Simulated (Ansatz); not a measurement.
The parent structure is KTaO3 in the cubic perovskite structure (space group Pm-3m, No. 221).

```
CELL_PARAMETERS angstrom
      3.98530     0.00000     0.00000
      0.00000     3.98530     0.00000
      0.00000     0.00000     3.98530
ATOMIC_POSITIONS crystal
  K  0.00000 0.00000 0.00000
  Ta 0.50000 0.50000 0.50000
  O  0.50000 0.00000 0.50000
  O  0.00000 0.50000 0.50000
  O  0.50000 0.50000 0.00000
```

All numbers come from PBEsol/PAW in Ansatz (a program for electronic structure), scalar-relativistic without spin-orbit coupling.

For the base:

- Band gap = 2.14 eV
- Smallest direct gap = 2.75 eV

The change: the cell is scaled by 1.0060 in all directions, atoms relaxed at fixed cell.

Question: Estimate the effect on the band gap, smallest direct gap and energy relative to the base.

Answer: The band gap falls by 0.04 eV to 2.10 eV; the smallest direct gap falls by 0.03 eV, from 2.75 eV to 2.72 eV; the energy goes up by 2.6 meV/atom.

With Ta present, leaving out spin-orbit coupling can change the band edges. The cells carry an imposed strain or load. Stability against distortions was not tested.
